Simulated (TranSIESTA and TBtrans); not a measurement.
Run with TranSIESTA and TBtrans (open boundaries, self-consistent; PseudoDojo norm-conserving potentials, scalar-relativistic): Spin polarized, PAO.BasisSize DZP, PAO.EnergyShift 0.15 eV, XC.Authors PBE, Mesh.Cutoff 200 Ry, ElectronicTemperature 300 K, TS.Voltage 0.0 eV, TBT.Elecs.Eta 0.001 eV.

Junction: In chain with a O atom beside one bond. Leads: straight In chain, spacing 2.9 Å. Geometry: as built, not relaxed.

Q: Predict: conductance at 300 K (G0 = 2e²/h); mean T from −0.5 to 0.5 eV.

A: conductance at 300 K (G0 = 2e²/h): 1.02; mean T from −0.5 to 0.5 eV: 0.99. Moments were seeded on the central atoms alone, and one start was tried. The straight chain is held at its spacing; free chains may zigzag or dimerise.
